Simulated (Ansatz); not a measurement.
System: B20 (FeSi-type) CoSi. Method: r²SCAN (PAW; Ansatz, a quantum-chemistry and plane-wave program).

Run with plane-wave cutoff 560 eV, 12×12×12 k mesh, Fermi–Dirac smearing 0.05 eV, no spin polarisation, scalar-relativistic PAW data made under PBE.

Computed at the level's own relaxed cell.

Task: Predict the volume per atom, bulk modulus, lattice constant a and pressure derivative B′ of the bulk modulus.

Result: 
* **volume per atom**: 10.53 Å³/atom
* **bulk modulus**: 245 GPa
* **lattice constant a**: 4.383 Å
* **pressure derivative B′ of the bulk modulus**: 4.8

The run finds no gap.

Measured, for comparison: equilibrium volume per atom 10.97 Å³/atom, lattice constant a 4.444 Å (temperature not stated, not corrected to a static lattice; as tabulated in Wikipedia's data pages); bulk modulus 207 GPa (temperature not stated, not corrected to a static lattice; as tabulated in Electronic Structure of B20 (FeSi-Type) Transition-Metal Monosilicides …). Computed (rounded) less measured: equilibrium volume per atom -4.0 %, bulk modulus +18 %, lattice constant a -1.4 %. A static lattice is as a rule a little smaller and stiffer than an uncorrected measurement, which narrows the difference in the lattice constant a and would widen misses of the other sign.

Note: the bulk modulus comes from volumes at which shape and atoms were relaxed.

The computed numbers hold no vibrational or temperature effects.

Computing time: about 50 core-minutes (a rough figure).
